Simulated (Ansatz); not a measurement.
Relaxation of the atoms of Lu (P6/mmm, 3 atoms in the cell) at several settings

```
CELL_PARAMETERS angstrom
      5.51070     0.00000     0.00000
     -2.75535     4.77240     0.00000
      0.00000     0.00000     3.35169
ATOMIC_POSITIONS crystal
  Lu 0.00000 0.00000 0.00000
  Lu 0.33333 0.66667 0.50000
  Lu 0.66667 0.33333 0.50000
```

Base: PBE run with Ansatz (a first-principles code). Its settings: kpoints.mp_grid.grid = 5 5 7; hamiltonian.xc = pbe; hamiltonian.pseudopotentials = {kind: paw} (the program's default PAW files); scf.occupations.method = cold; scf.occupations.width = 0.272 eV. Starting volume 29.38 Å³ per atom.

Each line gives the change from the base single point and the result:

- atoms moved at random; scf.convergence.dr2_threshold: default (1e-07 eV) → 0.001 eV; relax: default → atoms; relax.f_tol: default → 0.03 eV/Å: pressure -0.73 GPa; largest force (vector length) 0.022 eV/Å; relaxation steps 3; free energy against the base single point 0.1 meV/atom.
- atoms moved at random; relax: default → atoms; relax.f_tol: default → 0.1 eV/Å: pressure -0.73 GPa; largest force (vector length) 0.002 eV/Å; relaxation steps 3; free energy against the base single point 0.0 meV/atom.

The starting cell was generated: these elements placed on a structure prototype, without a prior relaxation; it need not be a known phase or ordering of this composition. Ansatz's pressure includes its estimate of the finite-basis (Pulay) stress.

Left out of this page: 1 run of the series outside the window shown, repeating another row's setting, or not comparable.

Keys are those of Ansatz 0.2.
